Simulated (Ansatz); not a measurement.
A periodic model of amorphous Nb24As24:

```xyz
48
Lattice="9.5775 0.0000 0.0000 0.0000 9.5775 0.0000 0.0000 0.0000 9.5775" Properties=species:S:1:pos:R:3 pbc="T T T"
Nb     9.1949     2.4388     1.3311
Nb     4.8305     5.4216     6.7568
Nb     0.1668     5.4814     0.5375
Nb     5.1385     2.3314     5.7651
Nb     4.0939     2.4500     2.6947
Nb     0.5429     0.0163     5.6013
Nb     8.7599     1.1041     7.9134
Nb     1.3923     2.6690     3.7521
Nb     7.1784     9.3859     4.9124
Nb     3.4080     0.6692     7.8836
Nb     2.9399     5.6889     9.3116
Nb     2.4073     5.6917     2.7685
Nb     9.3960     7.3922     3.0955
Nb     8.1526     2.4937     4.5588
Nb     7.8277     6.0273     7.8929
Nb     5.5492     8.0859     9.1701
Nb     7.1115     5.4251     1.1033
Nb     1.2674     3.1810     8.5598
Nb     5.7579     4.7318     3.6649
Nb     2.2621     9.4895     2.8501
Nb     6.0624     2.0525     9.5138
Nb     0.7443     8.0444     8.0953
Nb     6.9094     0.0625     1.8412
Nb     4.4488     7.1716     4.5057
As     1.9126     7.5285     4.6530
As     6.2072     0.5992     7.3637
As     4.9021     0.2560     3.8541
As     3.4090     4.3826     4.8090
As     1.6378     7.6281     1.0973
As     4.8207     4.2006     0.8874
As     8.1741     7.9647     0.1805
As     8.0902     3.6053     8.7687
As     3.9234     3.2763     8.0273
As     1.2653     0.7122     9.5110
As     0.8936     5.5098     7.4980
As     6.1952     7.5963     6.6020
As     4.5705     6.8839     1.7249
As     0.4769     2.6753     6.2136
As     2.8415     1.1779     5.3544
As     4.1383     0.3941     0.8734
As     6.7917     2.7351     2.3806
As     6.8539     7.1180     3.3514
As     9.2347     0.4872     3.1296
As     2.0904     3.4633     1.3530
As     9.3323     4.7148     3.1149
As     7.0424     4.3296     5.9561
As     8.7695     7.3941     5.8773
As     3.4171     7.6356     7.4753
```

All values below come from PBE, scalar-relativistic without spin-orbit coupling (plane waves to 420 eV, PAW; Ansatz, an electronic-structure program).

The cell was made by melting and quenching with the CHGNet potential and then relaxed with DFT. The hot cell started wider than the set density and was brought back towards it in steps. It is the lowest in DFT energy of 3 quenches. It is a model cell: composition and starting density were chosen by hand, and all elements were melted together. No dispersion term was used. Its density started from a set value of 8.34 and ended at 7.61 g/cm³. The simulated quench (nominally 230 K/ps over its main leg) is rapid and tends to freeze in more defects than a deposited or slowly cooled glass has. One small periodic cell is one sample of the glass; other quenches scatter about these values. The volume was free in the relaxation, at fixed shape. Stress components on the final sampling reach 1.4 GPa. On a 2×2×2 Γ-centred mesh force components of up to 0.35 eV/Å stay, since the relaxation ran on one k-point at (1/4, 1/4, 1/4).

Neighbours within Nb-Nb 4.00 Å, Nb-As 3.44 Å, As-As 2.86 Å count as bonded.

Q: Give the coordination numbers, mean bond lengths and angles.

A: 
- Mean coordination of Nb: 12.96 (3 with 11, 5 with 12, 8 with 13, 6 with 14, 2 with 15)
- Mean coordination of As: 6.62 (4 with 5, 5 with 6, 11 with 7, 4 with 8)
- Mean Nb-Nb bond: 3.288 Å (spread 0.281 Å, 82 counted)
- Mean Nb-As bond: 2.743 Å (spread 0.158 Å, 147 counted)
- Mean As-As bond: 2.746 Å (spread 0.056 Å, 6 counted)
- Bond angle at Nb: mean 95.8°, spread 34.5°
- Bond angle at As: mean 98.3°, spread 30.5°
